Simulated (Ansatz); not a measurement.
Start from SiO$_{2}$ in the rutile structure (space group P4_2/mnm, No. 136; a = 4.185 Å, c = 2.669 Å).

Computed with Ansatz (an electronic-structure program), r2SCAN, PAW, cutoff 500 eV, spin-orbit coupling left out.

Base values:

| Property | Value |
|---|---|
| Electron mass | 0.38 mₑ along c, 0.48 mₑ across (at Γ) |
| Valence-band top at Γ | 0.00, -0.88, -0.88 eV |
| Pressure | 0.00 GPa |

Perturbation: the cell is scaled by 0.9938 in all directions; the atoms relax in the strained cell.

### Question
How does this affect the electron mass, valence-band top at Γ and pressure?

### Answer
The electron mass changes from 0.38 mₑ along c, 0.48 mₑ across (at Γ) to 0.39 mₑ along c, 0.50 mₑ across (at Γ); the valence-band top at Γ (three highest levels, from the VBM) changes from 0.00, -0.88, -0.88 eV to 0.00, -0.90, -0.90 eV; the pressure (mean of the normal stresses, compression positive) goes from zero to 6.17 GPa.

The levels and masses belong to the bands next to the band gap. Effective masses come from finite differences of ±0.01 Å⁻¹. Stability against distortions was not tested.
